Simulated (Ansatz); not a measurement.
**Response to strain in AlN**

Take AlN in the wurtzite structure (space group P6_3mc, No. 186; a = 3.0888 Å, c = 4.9433 Å) as the base.

Strains are applied to the cell and any free atomic positions relax.

Computed with DFT with LDA, PAW potentials and a 420 eV plane-wave cutoff in Ansatz (a first-principles code), no spin-orbit coupling.

Notes on the quantities. energy relative to the base: free energy F; pressure: mean of the normal stresses, compression positive.

```csv
variant,electron mass,band gap,energy relative to the base,gap character,pressure
base,0.32 mₑ (at Γ),4.42 eV,0 meV/atom,direct at Γ,-0.01 GPa
isotropic strain −3.00 %,"0.37 mₑ along c, 0.60 mₑ across (at K)",4.95 eV,(withheld),"indirect, Γ → K",22.96 GPa
isotropic strain −2.40 %,"0.36 mₑ along c, 0.58 mₑ across (at K)",4.94 eV,(withheld),"indirect, Γ → K",17.67 GPa
isotropic strain −1.80 %,0.34 mₑ (at Γ),(withheld),(withheld),direct at Γ,12.75 GPa
isotropic strain −1.20 %,0.33 mₑ (at Γ),4.74 eV,+9.0 meV/atom,direct at Γ,8.18 GPa
```

Task: Fill in the withheld entries from the trend.

Result: 
- isotropic strain −3.00 %, energy relative to the base: +59 meV/atom
- isotropic strain −2.40 %, energy relative to the base: +37 meV/atom
- isotropic strain −1.80 %, band gap: 4.91 eV
- isotropic strain −1.80 %, energy relative to the base: +21 meV/atom

Masses are band curvatures over ±0.01 Å⁻¹ around the edge. Whether these cells are dynamically stable was not tested.
